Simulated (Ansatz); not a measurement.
Results of PBE0 (plane waves, PAW; Ansatz, a program for electronic structure) for GaCl3 (within 0.1 Å of C2/m, No. 12; cell taken from a computed entry).

Numerical settings: plane-wave cutoff 500 eV, 4×4×4 k mesh, gaussian smearing 0.02 eV, scalar-relativistic PAW data made under PBE.

Cell (relaxed with PBEsol):

GaCl$_{3}$ is modelled in the monoclinic space group C2/m (No. 12), Pearson symbol mS16. Cell: a = 12.093 Å, b = 6.972 Å, c = 7.285 Å, α = γ = 90.00°, β = 124.51°. Ga on 4i is surrounded by 2 Cl at 2.109–2.128 Å and 2 Cl at 2.308 Å. Cl1 on 4g has 2 Ga at 2.308 Å (bent). Cl2 on 4i sees 1 Ga at 2.128 Å. Cl3 on 4i is coordinated by 1 Ga at 2.109 Å. (Neighbours: up to the widest gap in distance over summed covalent radii, below 1.35, at either atom; cation-cation and far metal-metal contacts left out.)
(The calculation used a cell of 8 atoms; values per cell refer to that cell.)

Task: What does this level give for the band gap?

Result: 
- band gap: 6.44 eV (on the SCF k mesh)

Note: cell and atoms aren't relaxed at this level (pressure 0.3 GPa).

Spin–orbit coupling is not included.

Static lattice: no zero-point or thermal effects.
